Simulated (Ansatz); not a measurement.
## BeS, pressure series

The parent structure is BeS in the zinc blende structure (space group F-43m, No. 216).

```yaml
crystal:
  lattice:
    - [0.00000, 2.43806, 2.43806]
    - [2.43806, 0.00000, 2.43806]
    - [2.43806, 2.43806, 0.00000]
  atoms:
    - { symbol: Be, position: [0.00000, 0.00000, 0.00000] }
    - { symbol: S, position: [0.25000, 0.25000, 0.25000] }
```

Cell and atoms are relaxed at each pressure.

Computed with PBE in Ansatz (plane waves to 420 eV, PAW, no SOC).

Candidates:
(a) pressure 2.1 GPa
(b) pressure 4.5 GPa
(c) pressure 15 GPa
(d) pressure 0.9 GPa

For the base:

The band gap comes out as 3.15 eV.

**Question.** Order them by band gap, lowest first.

**Answer.** (c) pressure 15 GPa (2.83 eV), (b) pressure 4.5 GPa (3.04 eV), (a) pressure 2.1 GPa (3.10 eV), (d) pressure 0.9 GPa (3.12 eV)

Load acts through the strain it causes; cell and atoms are relaxed under it. Stability against distortions was not tested. Competing high-pressure phases were not computed.

Ansatz is a first-principles code.
